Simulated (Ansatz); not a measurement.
The starting structures come from a database of crystals and need not be the phases stable at ambient conditions.

By PBEsol, the system below comes out a metal.

Without scattering a metal conducts by its projected Fermi surface.

Here is the system:

```yaml
crystal:
  lattice:
    - [2.70297, 0.00000, 0.00000]
    - [0.00000, 5.26909, 0.00000]
    - [0.00000, 2.63454, 1.52106]
  atoms:
    - { symbol: B, position: [0.50000, 0.00000, 0.00000] }
    - { symbol: Ir, position: [0.00000, 0.33333, 0.00000] }
```

Space group of this cell: P-6m2. The cell is taken as given; by PBEsol its mean pressure is -5.5 GPa.

The current flows along the normal of the first two printed cell vectors, the (110) plane of the conventional cell. No spin-orbit coupling; the value is a mean over 0.1 eV about the Fermi level.

Problem. Give the ballistic conductance per area that Ansatz (an electronic-structure program) with PBEsol yields.

Solution. 0.82 × 10¹⁵ S/m² for both spins.
